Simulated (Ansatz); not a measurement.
The parent structure is BeTe in the zinc blende structure (space group F-43m, No. 216; a = 5.604 Å).

The change: every Te is replaced by S, then cell and atoms are relaxed.

Levels (all Ansatz, a quantum-chemistry and plane-wave program, PAW): PBEsol (420 eV, spin-orbit coupling left out); r2SCAN (500 eV, scalar-relativistic without spin-orbit coupling); HSE06 (420 eV, no spin-orbit coupling).

At the geometry relaxed with PBEsol, these levels gave the following band gaps, in shuffled order: (a) 2.91 eV, (b) 4.04 eV, (c) 3.55 eV.

Question: Match each gap to its level.

Answer: (a) PBEsol; (b) HSE06; (c) r2SCAN.

Single points use the geometry relaxed with PBEsol. HSE06 gaps are upper bounds (no full band path). Whether these cells are dynamically stable was not tested.
